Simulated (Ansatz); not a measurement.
Here is the system:

```xyz
2
Lattice="0.0220 3.3077 3.3024 3.3242 0.0156 3.3088 3.2996 3.2895 0.0402" Properties=species:S:1:pos:R:3 pbc="T T T"
Sb     4.9896     4.9667     4.9880
In    -0.0052    -0.0072     0.0005
```

No spin polarisation.

Computed with DFT with r2SCAN, PAW potentials and a 500 eV plane-wave cutoff in Ansatz (a program for electronic structure), without spin-orbit coupling, earlier PAW set. k-mesh 12×12×12 (Γ-centred); smearing 0.05 eV (Fermi–Dirac).

**Question.** Predict the band gap.

**Answer.** Zero.

**Question.** What pressure (mean of the normal stresses, compression positive) does the calculation give?

**Answer.** -0.5 GPa.

**Question.** What space group does the calculation give?

**Answer.** P1 (No. 1).

Spin-orbit coupling, missing from the scalar runs, can matter with Sb. The cells carry an imposed strain or load. Stability against distortions was not tested. All final runs are without spin polarisation. The cell was made from InSb in the zinc blende structure (space group F-43m, No. 216) by this change: strain tensor (xx, yy, zz, yz, xz, xy) = (+0.68, +0.37, +0.21, +0.52, +0.71, −0.04) %. Gaps under 0.05 eV, about the width of the smearing, are given as zero. The zero or small gap of InSb can change with the level of theory.
